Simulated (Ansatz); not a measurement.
Given:

```
CuI
1.0
    0.00000     2.99198     2.99198
    2.99198     0.00000     2.99198
    2.99198     2.99198     0.00000
Cu I
1 1
Direct
  0.00000   0.00000   0.00000
  0.25000   0.25000   0.25000
```

No spin polarisation.

Calculations: r2SCAN in Ansatz (plane waves to 500 eV, PAW, no spin-orbit coupling). Settings: 10×10×10 k-points, 0.05 eV Fermi–Dirac smearing.

What width of the top valence band does the calculation give?

1.64 eV.

Predict the band gap.

1.73 eV.

Spin-orbit coupling, missing from the scalar runs, can matter with I. Load acts through the strain it causes; cell and atoms are relaxed under it. No phonon test of stability was made. All final runs are without spin polarisation. The cell was made from CuI in the zinc blende structure (space group F-43m, No. 216) by this change: pressure 0.9 GPa.

Ansatz is an electronic-structure program.
